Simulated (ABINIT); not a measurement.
ABINIT run on YHg2 (P6/mmm, 3 atoms in the cell): self-consistent single point.

Level of theory: PBEsol, norm-conserving pseudopotentials (PseudoDojo nc-sr-04 PBEsol standard) (plane waves; ABINIT 10.0.3).

The change in words: lattice scaled by 0.98. Reference geometry:
```
CELL_PARAMETERS angstrom
      4.80153     0.00000     0.00000
     -2.40077     4.15825     0.00000
      0.00000     0.00000     3.43464
ATOMIC_POSITIONS crystal
  Y  0.00000 0.00000 0.00000
  Hg 0.33333 0.66667 0.50000
  Hg 0.66667 0.33333 0.50000
```

Reference input (self-consistent single point, DFT, PBEsol, plane waves, norm-conserving pseudopotentials (PseudoDojo nc-sr-04 PBEsol standard)): pseudos = [Y.upf, Hg.upf]; ecut = 72 Ry; ixc = -116133; occopt = 3; tsmear = 0.00499791 Ha; ngkpt = 9 9 11; nshiftk = 1; shiftk = 0 0 0; potentials = PseudoDojo nc-sr-04 PBEsol standard; nband = 34; kptopt = 1; nstep = 50. This run's input differs from it in these lines:

```diff
@@ -3,6 +3,6 @@
 pseudos "Y.upf, Hg.upf"
-acell 4.8015321795 4.8015321795 3.4346430000 Angstrom
+acell 4.7055013444 4.7055013444 3.3659500000 Angstrom
 rprim
-         1.0000000000   -0.0000000087    0.0000000000
-        -0.4999999925    0.8660254081    0.0000000000
+         1.0000000000    0.0000000361    0.0000000000
+        -0.5000000313    0.8660253857    0.0000000000
          0.0000000000    0.0000000000    1.0000000000
@@ -14,4 +14,4 @@
          0.0000000000    0.0000000000    0.0000000000
-         0.0000000240    2.7721658964    1.7173215000
-         2.4007661018    1.3860829274    1.7173215000
+        -0.0000000982    2.7167224678    1.6829750000
+         2.3527506231    1.3583613190    1.6829750000
       Angstrom
```

Output, abridged:

```
--- !BeginCycle
solver: {iscf: 7, nstep: 50, nline: 4, wfoptalg: 0, }
tolerances: {tolvrs: 1.00E-11, }
...

     iter   Etot(hartree)      deltaE(h)  residm     vres2
 ETOT  1  -373.65496217712    -3.737E+02 1.468E-01 5.621E+02
 ETOT  2  -373.90299523242    -2.480E-01 5.794E-02 2.799E+02
 ETOT  3  -373.94521637399    -4.222E-02 1.363E-02 8.173E-01
 ETOT  4  -373.94540155821    -1.852E-04 4.599E-03 6.202E-02
 ETOT  5  -373.94541174349    -1.019E-05 4.536E-03 2.004E-04
 ETOT  6  -373.94541176925    -2.576E-08 1.537E-03 2.817E-05
 ETOT  7  -373.94541177203    -2.780E-09 1.193E-03 1.472E-07
 ETOT  8  -373.94541177205    -2.478E-11 3.059E-03 1.262E-09
 ETOT  9  -373.94541177206    -1.194E-12 1.893E-03 8.675E-12
 At SCF step    9       vres2   =  8.68E-12 < tolvrs=  1.00E-11 =>converged.

 Cartesian components of stress tensor (hartree/bohr^3)
  sigma(1 1)= -2.77560126E-04  sigma(3 2)=  0.00000000E+00
  sigma(2 2)= -2.77560124E-04  sigma(3 1)=  0.00000000E+00
  sigma(3 3)= -1.52223473E-04  sigma(2 1)=  8.89745803E-13

 ----iterations are completed or convergence reached----

 reduced coordinates (array xred) for    3 atoms
       0.000000000000      0.000000000000      0.000000000000
       0.333333333333      0.666666666667      0.500000000000
       0.666666666667      0.333333333333      0.500000000000
 cartesian forces (eV/Angstrom) at end:
    1     -0.00000000000000    -0.00000000000000    -0.00000000000000
    2      0.00000000000000     0.00000000000000    -0.00000000000000
   [... lines left out ...]
 Fermi (or HOMO) energy (hartree) =   0.43029   Average Vxc (hartree)=  -0.44489
 Fermi (or HOMO) energy (eV) =  11.70886   Average Vxc (eV)= -12.10613
   [... lines left out ...]
total_energy        : -3.73945411772055E+02
total_energy_eV     : -1.01755721424152E+04
band_energy         : -3.81211592552863E+01
...

-Cartesian components of stress tensor (GPa)         [Pressure=  6.9369E+00 GPa]
- sigma(1 1)= -8.16609947E+00  sigma(3 2)=  0.00000000E+00
- sigma(2 2)= -8.16609942E+00  sigma(3 1)=  0.00000000E+00
- sigma(3 3)= -4.47856844E+00  sigma(2 1)=  2.61772209E-08

 Calculation completed.
```

The run converged in 9 iterations. Against the reference run the free energy rises by 31.4 meV/atom and the pressure goes from 0.88 to 6.94 GPa.

The starting cell comes from a database of computed structures (which also holds hypothetical and non-ambient phases and stackings), without a prior relaxation at this level. Its lattice was rescaled by a random factor within 2.5 % of one. For this run, on top of that: lattice scaled by 0.98. With a pressure of about 7 GPa the cell is away from its equilibrium volume at this level.

Cost on one core of a shared machine: roughly 8 min.
